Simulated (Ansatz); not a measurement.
Input:

```
CELL_PARAMETERS angstrom
      3.91824     0.00000     0.00000
      0.00000     3.92089     0.00000
      0.00000     0.00000    11.07842
ATOMIC_POSITIONS crystal
  Si 0.75000 0.00000 0.44020
  Si 0.25000 0.50000 0.18975
  Ge 0.75000 0.00000 0.93449
  Ge 0.25000 0.50000 0.68526
  Ge 0.75000 0.50000 0.31474
  Ge 0.25000 0.00000 0.06551
  Si 0.75000 0.50000 0.81025
  Si 0.25000 0.00000 0.55980
```

No spin polarisation.

The values are results of Ansatz (a quantum-chemistry and plane-wave program) PBEsol, without spin-orbit coupling, not measurements. Settings: 9×9×3 k-points, 0.05 eV Fermi–Dirac smearing.

### Question
What band gap does the calculation give?

### Answer
0.29 eV.

### Question
What gap character (in this cell's own zone, which can be folded) does the calculation give?

### Answer
Indirect, Γ → Z.

### Question
Estimate the electron mass.

### Answer
0.16 mₑ along a, 0.22 mₑ along b, 1.6 mₑ along c (at Z).

These are small ordered cells, not random alloys; other orderings at the same x differ. Effective masses come from finite differences of ±0.01 Å⁻¹. Whether these cells are dynamically stable was not tested. The cell was made from Si by this change: x(Ge) = 0.5, 8 atoms, Pmma. The zero or small gap of SiGe can change with the level of theory.
